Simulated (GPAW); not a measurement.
# Input and output of a self-consistent single point for Au (Fm-3m, 1 atom in the cell) (GPAW)

Computed with PBEsol, GPAW PAW datasets PBEsol (made by gpaw-setup) (plane waves; GPAW).

This input was run:

```python
from ase import Atoms
from ase.units import GPa
from gpaw import GPAW, PW, FermiDirac

atoms = Atoms(['Au'],
              cell=[[0.000000, 2.033880, 2.033880],
                    [2.033880, 0.000000, 2.033880],
                    [2.033880, 2.033880, 0.000000]],
              scaled_positions=[[0.000000, 0.000000, 0.000000]],
              pbc=True)

calc = GPAW(mode=PW(550),
            xc='PBEsol',
            kpts=(7, 7, 7),
            occupations=FermiDirac(0.1),
            nbands=-5,
            symmetry={'symmorphic': False, 'tolerance': 0.0005},
            maxiter=150)

atoms.calc = calc

energy = atoms.get_potential_energy()
print('Energy (eV):', round(energy, 6))
forces = atoms.get_forces()
print('Forces (eV/Ang):')
print(forces.round(5))
stress = atoms.get_stress()
print('Stress (GPa, Voigt):', (stress / GPa).round(4))
```

The program printed (abridged):

```
Input parameters:
  kpts: [7 7 7]
  maxiter: 150
  mode: {ecut: 550.0,
         name: pw}
  nbands: -5
  occupations: {fixmagmom: False,
                name: fermi-dirac,
                width: 0.1}
  symmetry: {symmorphic: False,
             tolerance: 0.0005}
  xc: PBEsol

species:
  Au:
    name: Gold
    Z: 79.0
    valence: 11
    core: 68
    charge: 0.0
    file: Au.PBEsol.gz

    # Using partial waves for Au as LCAO basis

Reference energy: -516455.655722  # eV

Spin-paired calculation

Convergence criteria:
 Maximum [total energy] change in last 3 cyles: 0.0005 eV / valence electron
 Maximum integral of absolute [dens]ity change: 0.0001 electrons / valence electron
 Maximum integral of absolute [eigenst]ate change: 4e-08 eV^2 / valence electron
 Maximum number of scf [iter]ations: 150

Symmetries present (total): 48
Symmetries with fractional translations: 0
343 k-points: 7 x 7 x 7 Monkhorst-Pack grid
20 k-points in the irreducible part of the Brillouin zone
       k-points in crystal coordinates                weights
   0:     0.00000000    0.00000000    0.00000000          1/343
   1:     0.14285714    0.14285714    0.00000000          6/343
   2:     0.14285714    0.14285714    0.14285714          8/343
   [... 7 lines left out ...]
          ...
  19:     0.42857143    0.42857143    0.42857143          8/343

Wave functions: Plane wave expansion
  Cutoff energy: 550.000 eV
  Number of coefficients (min, max): 486, 531
  Pulay-stress correction: 0.000000 eV/Ang^3 (de/decut=0.000000)

Occupation numbers: Fermi-Dirac:
  width: 0.1000  # eV

Eigensolver

Densities:
  Coarse grid: 16*16*16 grid
  Fine grid: 32*32*32 grid
  Total Charge: 0.000000

Density mixing:
  Method: separate
  Backend: pulay
  Linear mixing parameter: 0.05
  old densities: 5
  Damping of long wavelength oscillations: 50

Hamiltonian:
  XC and Coulomb potentials evaluated on a 32*32*32 grid
  External potential:
    NoExternalPotential

XC parameters: PBEsol with 2 nearest neighbor stencil

Number of atoms: 1
Number of atomic orbitals: 9
Number of bands in calculation: 10
Number of valence electrons: 11
Bands to converge: occupied

Density initialized from atomic densities
  9 bands from LCAO basis set
  1 band from random numbers

Atomic positions and initial magnetic moments

Positions:
   0 Au     0.000000    0.000000    0.000000    ( 0.0000,  0.0000,  0.0000)

Unit cell:
           periodic     x           y           z      points  spacing
  1. axis:    yes    0.000000    2.033880    2.033880    16     0.1468
  2. axis:    yes    2.033880    0.000000    2.033880    16     0.1468
  3. axis:    yes    2.033880    2.033880    0.000000    16     0.1468

  Lengths:   2.876341   2.876341   2.876341
  Angles:   60.000000  60.000000  60.000000

Effective grid spacing dv^(1/3) = 0.1602

     iter     time        total  log10-change:
                         energy   eigst   dens
iter:   1 --:--:--    -4.202043
iter:   2 --:--:--    -4.141855   -2.07  -1.30
iter:   3 --:--:--    -3.922705   -1.54  -1.33
iter:   4 --:--:--    -3.886101   -2.97  -1.87
iter:   5 --:--:--    -3.884749   -2.71  -2.06
iter:   6 --:--:--    -3.879852   -3.73  -2.25
iter:   7 --:--:--    -3.879853c  -5.98  -2.81
iter:   8 --:--:--    -3.879640c  -4.64  -2.78
iter:   9 --:--:--    -3.879634c  -7.21  -3.91
iter:  10 --:--:--    -3.879633c  -8.12c -4.27c

Converged after 10 iterations.

Dipole moment: (0.000000, -0.000000, -0.000000) |e|*Ang

Energy contributions relative to reference atoms: (reference = -516455.655722)

Kinetic:         -8.169866
Potential:       +6.821272
External:        +0.000000
XC:              -2.684368
Entropy (-ST):   -0.004551
Local:           +0.155606
SIC:             +0.000000
--------------------------
Free energy:     -3.881908
Extrapolated:    -3.879633

Showing only first 2 kpts
 Kpt  Band  Eigenvalues  Occupancy
  0     3      5.24565    2.00000
  0     4      6.80434    2.00000
  0     5      6.80434    2.00000
  0     6     25.80884    0.00000

  1     3      5.67994    2.00000
  1     4      6.32627    2.00000
  1     5      7.01397    2.00000
  1     6     26.74409    0.00000

Fermi level: 9.57142

No gap
No difference between direct/indirect transitions
Energy (eV): -3.879633

Forces in eV/Ang:
  0 Au   -0.00000    0.00000    0.00000

Stress tensor:
    -0.029217    -0.000000     0.000000
    -0.000000    -0.029217    -0.000000
     0.000000    -0.000000    -0.029217
Stress (GPa, Voigt): [-4.6811 -4.6811 -4.6811 -0.      0.     -0.    ]
```

The run converged in 10 iterations. GPAW prints stress with tension positive.

The starting cell has typed, rounded lattice constants, without a prior relaxation at this level. Its lattice was rescaled by up to half a per cent. Spin-orbit coupling is off. With a pressure of about 5 GPa the cell is away from its equilibrium volume at this level.
